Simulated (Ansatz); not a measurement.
**PdTe under a change: isotropic strain +1.82 %**

Base system: PdTe in the NiAs type structure (space group P6_3/mmc, No. 194; a = 4.159 Å, c = 5.616 Å; relaxed with 0.1 eV smearing).

The change: every lattice vector is stretched by 1.82 %, atoms relaxed at fixed cell.

The values are results of PBEsol/PAW in Ansatz (an electronic-structure program), without spin-orbit coupling, not measurements. k-mesh 16×16×10 (Γ-centred); smearing 0.1 eV (Fermi–Dirac).

```csv
quantity,base,changed,shift
volume per atom,21.03 Å³,22.20 Å³,+1.17 Å³
space group,P6_3/mmc (No. 194),P6_3/mmc (No. 194),–
shortest interatomic distance,5.256 bohr,5.352 bohr,+0.096 bohr
energy relative to the base (free energy F),0 meV/atom,+21 meV/atom,+21 meV/atom
"pressure (mean of the normal stresses, compression positive)",0.0 GPa,-5.5 GPa,-5.5 GPa
band gap,zero,zero,–
```

No phonon test of stability was made. All final runs are without spin polarisation.
